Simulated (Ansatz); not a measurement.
System: antifluorite K₂Te. Method: Hartree–Fock in Ansatz (PAW).

Numerical settings: plane-wave cutoff 460 eV, 6×6×6 k mesh, Fermi–Dirac smearing 0.01 eV, scalar-relativistic PAW data made under PBE.

Response to compression and expansion:

| V (Å³/atom) | P (GPa) | direct gap at Γ (eV) | smallest gap on the k mesh (eV) |
|---|---|---|---|
| 48.298 | 0.68 | 7.790 | 7.770 |
| 49.884 | 0.23 | 7.665 | 7.650 |
| 50.840 | -0.01 | 7.593 | 7.580 |
| 52.111 | -0.29 | 7.501 | 7.491 |
| 53.382 | -0.53 | 7.412 | 7.405 |

A straight line through the gaps at Γ against ln V gives a volume deformation potential dE_g(Γ)/d ln V of -3.8 eV: the gap at Γ widens under compression.

Note: the cell is over a tenth larger than the published one (another phase or state, or a fault of the published cell, is possible); the relaxation could not lower the start's symmetry, so the cell can be a saddle point above a distorted one.

Spin–orbit coupling is not included; with these elements it can move the gap by several tenths of an eV or more.

Ansatz is a program for electronic structure.
